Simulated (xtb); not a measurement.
xtb 6.7.1, GFN1-xTB: Al(Me)3 ([CH3][Al]([CH3])[CH3]), 13 atoms. The geometry is a generated start, not checked to be a minimum at this level.

| Item | Result |
|---|---|
| run flags | --grad |
| method | GFN1-xTB |
| --acc | 1 (default) |
| --etemp (K) | 300 (default) |
| basis functions | 40 |
| valence electrons | 24 |

```xyz
13

Al    -0.0077     0.0010     0.0064
C     -1.3996    -1.4187    -0.1723
H     -1.1395    -2.1693    -0.9257
H     -2.3715    -1.0090    -0.4739
H     -1.5631    -1.9698     0.7604
C     -0.1564     1.6915    -1.0442
H      0.6161     1.7672    -1.8168
H     -0.0454     2.5859    -0.4213
H     -1.1193     1.7824    -1.5595
C      1.5506    -0.2713     1.2211
H      1.9627     0.6750     1.5891
H      2.3797    -0.7948     0.7337
H      1.2935    -0.8702     2.1031
```

One run each on 1 thread. Values of broydamp tried: 0.02, 0.05, 0.1, 0.2, 0.4 (default), 0.6, 0.8, 1.

Q: Predict the course of the SCC iterations along this series.

A: Fewest SCC iterations, within one of each other: 0.2 with 8, 0.4 (default) with 7, 0.6 with 7, 0.8 with 8, 1 with 8. The count rises to 13 at 0.02. All converge to one solution.

```
broydamp       SCC iterations            end
-------------  --------------  -------------
0.02                       13  same solution
0.05                       12  same solution
0.1                        11  same solution
0.2                         8  same solution
0.4 (default)               7  same solution
0.6                         7  same solution
0.8                         8  same solution
1                           8  same solution
```
